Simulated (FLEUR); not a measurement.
Worked example: self-consistent single point of Al (Fm-3m, 1 atom in the cell) in FLEUR.

Level of theory: LDA (Perdew-Zunger), all-electron FLAPW (FLEUR), scalar-relativistic valence run with FLEUR.

```
CELL_PARAMETERS angstrom
      0.00000     2.06187     2.06187
      2.06187     0.00000     2.06187
      2.06187     2.06187     0.00000
ATOMIC_POSITIONS crystal
  Al 0.00000 0.00000 0.00000
```

Reference input (self-consistent single point, DFT, PBE, all-electron FLAPW (FLEUR), scalar-relativistic valence): Kmax = 3.9 1/bohr; GmaxXC = 15.6 1/bohr; xcFunctional = pbe; jspins = 1; l_soc = F; mode = gauss; fermiSmearingEnergy = 0.00183747 Htr; mesh (inpgen div1-3) = 11 11 11; inpgen gamma flag = false; Gmax = 15.6 1/bohr; numbands = 0; maxIterBroyd = 99. This run's input differs from it in these lines:

```diff
@@ -13,2 +13,3 @@
 &comp jspins=1 /
+&exco xctyp='pz' /
 &kpt div1=11 div2=11 div3=11 /
@@ -25,3 +26,3 @@
       <coreElectrons ctail="T" frcor="F" kcrel="0" coretail_lmax="0"/>
-      <xcFunctional name="pbe" relativisticCorrections="F"/>
+      <xcFunctional name="pz" relativisticCorrections="F"/>
       <magnetism jspins="1"/>
```

Output (repeated stretches shortened):

```
 Iteration:     1   Distance:       3.66765705 me/bohr^3
 Iteration:     2   Distance:       3.45921779 me/bohr^3
 Iteration:     3   Distance:       1.08628461 me/bohr^3
 Iteration:     4   Distance:       0.09748783 me/bohr^3
 Iteration:     5   Distance:       0.08270074 me/bohr^3
 Iteration:     6   Distance:       0.00355078 me/bohr^3
 Iteration:     7   Distance:       0.00566873 me/bohr^3
 Iteration:     8   Distance:       0.00019181 me/bohr^3
 Iteration:     9   Distance:       0.00004798 me/bohr^3
 Iteration:    10   Distance:       0.00000419 me/bohr^3
 Run finished successfully
 Stop message:
   Structural relaxation: Done

[file out, last iteration]
             iter=     11
[...]
          total density-effective poten   -3.7125016960E+02
          total charge density-energy d   -1.7678382207E+01
 Updated energy parameters for spin:           1
[...]
 fermi energy and band-weighting factors:

[...]
FERMIE:
          first approx. to ef    (T=0)  :   0.258824 htr   (energy of the highest occ. eigenvalue)
          number of occ. states  (T=0)  :         82
          first approx. to seigv (T=0)  :   0.320435 htr
          sum of weights of occ. states :   1.530428
          sum of semicore charge        :   0.000000 e
          fermi energy=   0.25853 har   work function=  -7.03487 ev
          number of valence electrons=   3.00000
     band-weighting factor for spin=    1
   [... lines left out ...]
          total moment                 =     0.00000
 Direct bandgap for spin            1 :    4.4772165416370024E-002  Htr
   [... lines left out ...]
 ---->    (input%tkb*entropy) TS=              0.0000000000 htr
 ---->    free energy=                      -241.9166713698 htr
      extrapolation for T->0
 ---->    total electron energy=            -241.9166713698 htr
 ***** TOTAL FORCES ON ATOMS *****
 TOTAL FORCE FOR ATOM TYPE=  1  X=  0.000   Y=  0.000   Z=  0.000
                       FX_TOT= 0.000000 FY_TOT= 0.000000 FZ_TOT= 0.000000
 Structural relaxation: Done
```

The run converged in 10 iterations. FLEUR gives forces in its relaxation mode, with a further iteration, so its stop message speaks of a relaxation. 

The starting cell comes from a database of computed structures (which also holds hypothetical and non-ambient phases and stackings), without a prior relaxation at this level. Its lattice was rescaled by a random factor within 2.5 % of one. Values depend on the basis (sphere radii, cutoffs, local orbitals), which need not be converged. The log's line on a gap gives a spacing of levels on this mesh, which the program prints for metals too.
